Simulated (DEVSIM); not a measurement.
Structure: illuminated Si p-on-n cell, one wavelength, at 300 K.

Layer 1 from the left is Si, thickness (μm) 0.260, Na (cm⁻³) 1.1e19, τn (s) 3.5e-6, τp (s) 8.5e-7, absorption coefficient (cm⁻¹) 1300. Layer 2 from the left is Si, thickness (μm) 190, Nd (cm⁻³) 3e17, τn (s) 6.1e-5, τp (s) 6.1e-5, absorption coefficient (cm⁻¹) 1300.

Left contact: ohmic, minority electron recombination velocity 500 cm/s. Right contact: ohmic, minority hole recombination velocity 1e6 cm/s. Voltage is applied to the left contact. Recombination: SRH at mid-gap, radiative, Auger. Gap narrowing is on: ΔEg = 6.92 meV × (l + √(l² + 0.5)), l = ln(N/1.3e17 cm⁻³), shared equally by both band edges. Light enters at the left, 2.8e16 photons cm⁻² s⁻¹, one pass, no reflection. Mobility is μmin + (μ − μmin)/(1 + (N/Nref)^α).

Constants are typed, rounded textbook-type inputs, not results; the design itself was drawn at random and stands for no fabricated device. Values at 300 K.

Si: gap (eV) 1.124, affinity (eV) 4.05, permittivity 11.7, Nc (cm⁻³) 2.86e19, Nv (cm⁻³) 3.1e19, μn (cm²/Vs) 1417, μp (cm²/Vs) 470, μn,min 52, μp,min 45, Nref,n 9.7e16, Nref,p 2.2e17, αn 0.68, αp 0.72, B (cm³/s) 4.7e-15, Cn (cm⁶/s) 2.8e-31, Cp (cm⁶/s) 9.9e-32.

Simulated with DEVSIM: 1D drift-diffusion, Boltzmann statistics, complete ionisation; no tunnelling, impact ionisation, image-force lowering or self-heating.

Dark forward current:

```tsv
|V| (V)	|J| (A/cm²)
0.25	2.305e-9
0.35	6.393e-8
0.40	4.056e-7
0.45	2.704e-6
0.50	1.842e-5
0.55	0.0001267
0.60	0.0008739
0.65	0.006038
0.70	0.04172
0.75	0.2869
0.80	1.916
0.85	11.15
0.90	45.80
0.95	120.9
1.00	232.6
1.05	372.5
1.10	534.5
1.15	714.5
1.20	909.6
1.25	1118
1.30	1337
1.35	1567
1.40	1806
1.45	2054
```

**Question.** Work out the local ideality factor n = ΔV / (kT/q · ln(J2/J1)) between the rows 0.25 and 0.35 V, 0.65 and 0.70 V, 1.40 and 1.45 V.

**Answer.** kT/q = 25.85 mV. From 0.25 to 0.35 V: ln(6.393e-8/2.305e-9) = 3.323, n = 1.16. From 0.65 to 0.70 V: ln(0.04172/0.006038) = 1.933, n = 1.00, near the 1 of diffusion or emission over a barrier. From 1.40 to 1.45 V: ln(2054/1806) = 0.129, n = 15.03.

**Question.** What current could the absorbed light give at most, and what share is collected?

**Answer.** Σ αd = 24.7, so qΦ(1 − exp(−Σ αd)) = 4.49 mA/cm². The simulated short-circuit current is 4.201 mA/cm², a share of 0.94.

**Question.** Estimate the open-circuit voltage by superposition: the voltage at which the dark current equals that short-circuit current.

**Answer.** Interpolating ln J in the table gives 0.641 V. The simulation gives 0.641 V, the same within the digits that matter. Superposition holds where collection doesn't change with voltage.

**Question.** Estimate the fill factor from FF0 = (v − ln(v + 0.72))/(v + 1), v = qVoc/(nkT), with n from the dark curve.

**Answer.** The rows about Voc, 0.60 and 0.65 V, give n = 1.00, so v = 24.8 and FF0 = 0.836. The simulation gives 0.835, the same within the digits that matter.
